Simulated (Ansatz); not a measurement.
Consider ZnO in the wurtzite structure (space group P6_3mc, No. 186; a = 3.235 Å, c = 5.211 Å).

Level of theory: r2SCAN (Ansatz, an electronic-structure program; PAW; 500 eV plane waves; without spin-orbit coupling).

It is then changed as follows: full substitution O → S; the structure is relaxed again.

Measured band gap: ZnO 3.6 eV (static lattice; corrected from measurement; as listed in Wei Chen et al., Physical Review Materials (2018)); ZnS 3.91 eV (temperature not stated; as listed in Mehmet Aras, Çetin Kılıç, The Journal of Chemical Physics (2014)).

**Question.** How well does r2SCAN reproduce the measured shift?

**Answer.** With r2SCAN the band gap moves by +1.54 eV (1.24 → 2.78) against +0.31 eV measured. The two measured values stand on different bases (one corrected, one not), which blurs small differences.

Whether these cells are dynamically stable was not tested.
